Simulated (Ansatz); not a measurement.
GaAs: Ga → Al

Base system: GaAs in the zinc blende structure (space group F-43m, No. 216; a = 5.6594 Å).

One thing is altered: every Ga is replaced by Al; the structure is relaxed again.

All numbers come from Kohn–Sham DFT with the PBEsol functional, run in Ansatz (a program for electronic structure) with PAW and 420 eV plane waves, no spin-orbit coupling. Γ-centred 10×10×10 mesh, Fermi–Dirac width 0.05 eV.

- Lattice parameter a = 5.675 Å (base 5.659 Å)
- Space group = F-43m (No. 216) (base F-43m (No. 216))
- Shortest interatomic distance = 2.457 Å (base 2.451 Å)
- Band gap = 1.34 eV (base 0.42 eV)
- Gap character = indirect, Γ → X (base direct at Γ)
- Smallest direct gap = 1.91 eV (base 0.42 eV)
- Width of the top valence band = 2.82 eV (base 3.36 eV)
- Electron mass = 0.87 mₑ along k, 0.24 mₑ across (at X) (base 0.025 mₑ (at Γ))
- Hole mass (degenerate bands, along [100]) = 0.11, 0.48, 0.48 mₑ (at Γ) (base 0.025, 0.34, 0.34 mₑ (at Γ))

Final structure:

```yaml
crystal:
  lattice:
    - [0.00000, 2.83727, 2.83727]
    - [2.83727, 0.00000, 2.83727]
    - [2.83727, 2.83727, 0.00000]
  atoms:
    - { symbol: As, position: [0.75000, 0.75000, 0.75000] }
    - { symbol: Al, position: [0.00000, 0.00000, 0.00000] }
```

Cost of the whole job for the changed cell (relaxation, final SCF and bands): about 14 core-seconds (a rough figure).

Effective masses come from finite differences of ±0.01 Å⁻¹. Along k means along the line from Γ to the band edge. Stability against distortions was not tested.
